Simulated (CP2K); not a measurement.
Band structure of InAs (F-43m, 2 atoms in the cell).

```
CELL_PARAMETERS angstrom
      4.31839     0.00000     0.00000
      2.15919     3.73983     0.00000
      2.15919     1.24661     3.52595
ATOMIC_POSITIONS crystal
  In 0.75000 0.75000 0.75000
  As 0.00000 0.00000 0.00000
```

Level of theory: CP2K 2026.2 with PBE, GPW, DZVP-MOLOPT-SR-GTH basis, GTH-PBE potentials (GTH_POTENTIALS).

Settings: CUTOFF = 500 Ry; REL_CUTOFF = 50 Ry; SMEAR/METHOD = METHFESSEL_PAXTON; SIGMA = 0.05 eV; KPOINTS/SCHEME = MACDONALD 6 6 6 0.08333333333 0.08333333333 0.08333333333; XC_FUNCTIONAL = PBE; In/BASIS_SET = DZVP-MOLOPT-SR-GTH; In/POTENTIAL = GTH-PBE-q13; As/BASIS_SET = DZVP-MOLOPT-SR-GTH; As/POTENTIAL = GTH-PBE-q5; METHOD = GPW; EPS_DEFAULT = 1e-10; EXTRAPOLATION = USE_GUESS; NGRIDS = 5.

The starting cell comes from a database of computed structures (which also holds hypothetical and non-ambient phases and stackings), without a prior relaxation at this level. Values carry the incompleteness of an atom-centred basis. The run gives no clean gap (levels at the Fermi energy touch, overlap or are partly filled at this smearing), which alone does not show that the compound is a metal.

Levels in eV from the Fermi level, bands 6 to 11:
```json
[
 {"point": "Γ", "6": "-11.70", "7": "-0.38", "8": "-0.01", "9": "-0.01", "10": "-0.01", "11": "3.93"},
 {"point": "X", "6": "-9.82", "7": "-5.75", "8": "-2.25", "9": "-2.25", "10": "1.63", "11": "2.09"},
 {"point": "W", "6": "-9.78", "7": "-5.62", "8": "-2.85", "9": "-2.77", "10": "4.11", "11": "4.34"},
 {"point": "K", "6": "-9.84", "7": "-5.63", "8": "-3.16", "9": "-1.89", "10": "2.15", "11": "4.27"},
 {"point": "L", "6": "-10.34", "7": "-5.65", "8": "-0.97", "9": "-0.97", "10": "0.88", "11": "4.75"},
 {"point": "U", "6": "-9.84", "7": "-5.63", "8": "-3.16", "9": "-1.89", "10": "2.15", "11": "4.27"}
]
```

No band crosses the Fermi level by more than 0.03 eV along this path.

Higher empty bands are left out: an atom-centred basis made for the valence describes them poorly.
